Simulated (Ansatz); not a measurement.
Zr$_{2}$TlC (P6_3/mmc), PBEsol, DFPT electron-phonon coupling, linearised Boltzmann equation (Ansatz, a quantum-chemistry and plane-wave program): phonon-limited resistivity 62.9 μΩ·cm at 300 K along z (a = (3.35, 0.00, 0.00) Å; b = (-1.67, 2.90, 0.00) Å; c = (0.00, 0.00, 14.91) Å), 86.5 μΩ·cm at 400 K, current-weighted mean free path 14.1 nm, Drude plasma energy 1.72 eV.

### Question
What is the classical skin depth at 1 GHz (nonmagnetic, μ₀ = 1.257×10⁻⁶ H/m)?

### Answer
δ = √(ρ/(π f μ₀)) = 12600 nm.

### Question
What Drude relaxation time do resistivity and plasma energy imply?

### Answer
ω_p = 2.61e15 s⁻¹, so τ = 1/(ε₀ ω_p² ρ) = 26.3 fs, a damping ħ/τ of 25.0 meV.

### Question
What temperature coefficient of resistance follows, and how does it compare with 1/T?

### Answer
(ρ₄₀₀ − ρ₃₀₀)/(100 K × ρ₃₀₀) = 3.75×10⁻³ K⁻¹, against 1/T = 3.33×10⁻³ K⁻¹ for a resistivity proportional to T. It lies higher because phonons are still being populated at 300 K; impurities would add a constant and lower it.

A metal at this level (no band gap). Only scattering by harmonic phonons is included (no impurities, grain boundaries, electron-electron scattering or thermal expansion). Spin-orbit coupling is left out, which matters with elements this heavy. Halving the electron mesh (28x28x8) moves the resistivity by up to 7 % at 300 K, the mean free path by up to 8 %. Smearing 0.20 eV; phonons on a 5x5x1 q mesh, which this run doesn't test.

Computed structure with no diffraction record at hand here (it may be known, metastable or hypothetical): Zr2TlC (P6_3/mmc).
